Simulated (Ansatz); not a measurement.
Start from TiN in the rock salt structure (space group Fm-3m, No. 225; a = 4.2040 Å). Axes: x, y, z lie along the cube axes.

The values are results of PBEsol (Ansatz, a first-principles code; PAW; 420 eV plane waves; spin-orbit coupling left out), not measurements.

Base values:

- Shortest interatomic distance: 2.102 Å

Perturbation: a free-standing slab of 3 layers (6 atoms, 2 a layer) is cut normal to the z axis, with 15 Å of vacuum and the in-plane cell held at bulk.

Question: What does the calculation give for the excess energy per area of both faces, shortest interatomic distance and change of the spacing d12 from its bulk value of 2.102 Å after the change?

Answer: The excess energy per area of both faces (slab less bulk energy over the cell's area: twice a surface energy) amounts to 3.0 J/m² (uncertain by up to 0.1 J/m²); the shortest interatomic distance falls by 0.129 Å to 1.973 Å; the change of the spacing d12 from its bulk value of 2.102 Å amounts to -1.4 %.

The excess energy carries the mismatch between the slab's and the bulk's meshes. Whether these cells are dynamically stable was not tested. All final runs are without spin polarisation. An odd electron count without spin: TiN.
